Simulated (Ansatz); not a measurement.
The starting structures come from a database of crystals and need not be the phases stable at ambient conditions.

Inside the gap of an insulator the Bloch states are evanescent, with a wavenumber k + iκ along the transport direction.

Given:

```xyz
14
Lattice="7.6746 0.0000 0.0000 -3.8373 6.6464 0.0000 3.8373 2.2155 6.2663" Properties=species:S:1:pos:R:3 pbc="T T T"
Al     1.9186     3.3232     2.3499
Al     5.7559     3.3232     2.3499
Al     0.0000     6.6464     2.3499
Al     7.6746     4.4309     5.4830
Hg     3.8373     6.6464     4.6997
Hg     0.0000     0.0000     0.0000
Se     5.9734     5.4131     3.8276
Se     2.1361     1.2333     0.8721
Se     7.6746     2.4666     3.8276
Se     3.8373     2.2155     3.6500
Se     0.0000     4.4309     1.0497
Se     3.8373     4.1798     0.8721
Se     1.7011     5.4131     3.8276
Se     5.5384     1.2333     0.8721
```

Space group of this cell: Fd-3m, spinel. The cell is taken as given; by r2SCAN its mean pressure is 0.7 GPa.

Transport runs along the normal of the first two printed cell vectors, the (111) plane of the conventional cell.

No gap correction and no spin-orbit coupling; mid-gap values are interpolated between computed energies.

Give the band gap and the smallest decay constant κ at mid-gap that r2SCAN (Ansatz, a quantum-chemistry and plane-wave program) yields.

Gap 0.98 eV on a 6×6×6 mesh; κ = 0.064 1/Å, at the zone centre.
